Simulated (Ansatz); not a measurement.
Consider a periodic stack without vacuum, tetragonal indium (0 0 1) on zinc-blende CdTe (0 0 1) (film strained to the substrate, started from cuts of the bulks and a machine-learned relaxation; slabs Cd4Te4 and In8, which can lie off the formulas): substrate slab Cd4Te4, film In8, surface cells [[1, 0], [1, 1]] and [[-1, 1], [-1, -1]], film strained by -0.6 and -0.6 %, outermost planes Te/Cd and In/In as cut, which need not be the usual terminations and can put a slab off its formula. Its start:

```xyz
16
Lattice="4.6810 0.0000 -0.0535 0.0000 4.6810 -0.0091 -1.0575 -1.9983 24.0088" Properties=species:S:1:pos:R:3 pbc="T T T"
Cd    -0.1281     0.0666     6.2701
Cd     2.1079     2.5540     2.8800
Cd     0.4955     0.2069    12.8190
Cd     2.2028     2.4068     9.5508
Te    -0.2161     2.4204     4.5834
Te     1.9966     0.1972     1.2603
Te    -0.1117     2.5341    11.2170
Te     2.2245     0.0690     7.9188
In     1.7092    -0.4136    17.5718
In    -0.5480     1.8462    17.5259
In     1.5886     1.6316    15.0825
In    -0.9037    -0.6788    15.2207
In     2.2263    -0.8086    22.7304
In    -0.1891     1.4726    22.7376
In     1.5309     2.0201    20.3712
In    -0.7885    -0.3360    20.2767
```

The start was prepared with a machine-learned potential, and the result is one local minimum, with the in-plane cell held and forces under 0.04 eV/Å; the film can end far from its bulk form.

The numbers are results of PBE (plane waves to 420 eV, PAW; Ansatz, a program for electronic structure), not measurements. Spin–orbit coupling is left out; the runs are not spin-polarised. Its k-point mesh 7×7×1, Fermi–Dirac width 0.05 eV.

Question: Predict the relaxed interface.

Answer: 
* **interface area**: 21.9 Å²
* **period**: 23.97 Å
* **heights between the nearest atoms of the two slabs at the two interfaces**: 2.08 and 2.17 Å
* **Cd–In contacts across the interfaces within 1.22 times the sum of covalent radii**: 4, mean 3.17 Å
* **In–Te contacts across the interfaces within 1.22 times the sum of covalent radii**: 2, mean 3.19 Å
* **estimate of the barrier**: withheld, since the two interfaces are unlike
